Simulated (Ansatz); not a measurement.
CdTe under load (space group F-43m), r2SCAN with spin-orbit coupling, rigid bands run with Ansatz (an electronic-structure program). Condition of this run: hydrostatic pressure of -1 GPa (compression positive) (the target of the relaxation). Band gap 0.92 eV, N_c = 6.80e17 cm⁻³ and N_v = 1.96e19 cm⁻³ at 300 K, conductivity masses of 0.0950 mₑ (electrons) and 0.564 mₑ (holes). Take k_BT = 0.02585 eV.

Q: Find the intrinsic carrier density and the intrinsic Fermi level.

A: n_i = √(N_c N_v) exp(−E_g/2k_BT) = 3.65e18 × exp(−17.79) = 6.8e10 cm⁻³. The level lies (k_BT/2) ln(N_v/N_c) = 43 meV from mid-gap (positive towards the conduction band). Each 0.1 eV added to the gap lowers n_i by a factor of 6.9.

Q: What thermal injection velocity √(2k_BT/πm) limits a ballistic channel?

A: 1.75e7 cm/s for electrons and 7.16e6 cm/s for holes, a ratio of √(m_h/m_e) = 2.44, for dilute carriers.

Rigid bands with the computed gap; masses take one relaxation time for all states. Geometry: cell and atoms relaxed with PBEsol.
